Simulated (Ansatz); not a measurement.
The structure below was relaxed with r2SCAN (Ansatz, an electronic-structure program), no spin-orbit coupling, earlier PAW set, at pressure 30 GPa.

```
CELL_PARAMETERS angstrom
      0.00000     2.85097     2.85097
      2.85097     0.00000     2.85097
      2.85097     2.85097     0.00000
ATOMIC_POSITIONS crystal
  Te 0.00000 0.00000 0.00000
  Sn 0.50000 0.50000 0.50000
```

Question: Find the space group and the Wyckoff positions.

Answer: Space group Fm-3m (No. 225); a = 5.7019 Å, b = 5.7019 Å, c = 5.7019 Å, α = 90.00°, β = 90.00°, γ = 90.00°

| atom | site | symmetry | x | y | z |
|---|---|---|---|---|---|
| Te | 4a | m-3m | 0.0000 | 0.0000 | 0.0000 |
| Sn | 4b | m-3m | 0.5000 | 0.5000 | 0.5000 |

Question: Describe the coordination.

Answer: The crystal has 8 atoms in its conventional cell. Conventional cell: a = 5.7019 Å, b = 5.7019 Å, c = 5.7019 Å, α = 90.00°, β = 90.00°, γ = 90.00°. Te is surrounded by 6 Sn at 2.851 Å (octahedral). Sn is surrounded by 6 Te at 2.851 Å (octahedral). (Neighbours: up to the widest gap in distance over summed covalent radii, below 1.35, at either atom; cation-cation and far metal-metal contacts left out.)

Load acts through the strain it causes; cell and atoms are relaxed under it. No phonon test of stability was made. Competing high-pressure phases were not computed. The final runs are not spin-polarised. The cell was made from SnTe in the rock salt structure (space group Fm-3m, No. 225) by this change: pressure 30 GPa.
